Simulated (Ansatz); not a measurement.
Take Ge in the diamond structure (space group Fd-3m, No. 227) as the base.

Space group Fd-3m, origin choice 1 (No. 227); a = 5.6761 Å, b = 5.6761 Å, c = 5.6761 Å, α = 90.00°, β = 90.00°, γ = 90.00°

```
atom  site  symmetry       x       y       z
----  ----  --------  ------  ------  ------
Ge      8a      -43m  0.0000  0.0000  0.0000
```
(The calculation used a cell of 2 atoms; values per cell refer to that cell.)

Calculations: Ansatz (an electronic-structure program), PBEsol, PAW, cutoff 420 eV, spin-orbit coupling left out, earlier PAW set.

For the base:

- Volume per atom: 22.86 Å³
- Band gap: zero

It is then changed as follows: Ir takes the place of Ge on all its sites; the structure is relaxed again.

Task: What does the calculation give for the volume per atom after the change?

Result: The volume per atom falls by 1.99 Å³, from 22.86 Å³ to 20.87 Å³.

Task: Estimate the effect on the band gap.

Result: The band gap remains zero.

No phonon test of stability was made. As relaxed here, Ir is a hypothetical phase, not in the database extracts checked. The final runs are not spin-polarised. The zero or small gap of Ge can change with the level of theory.
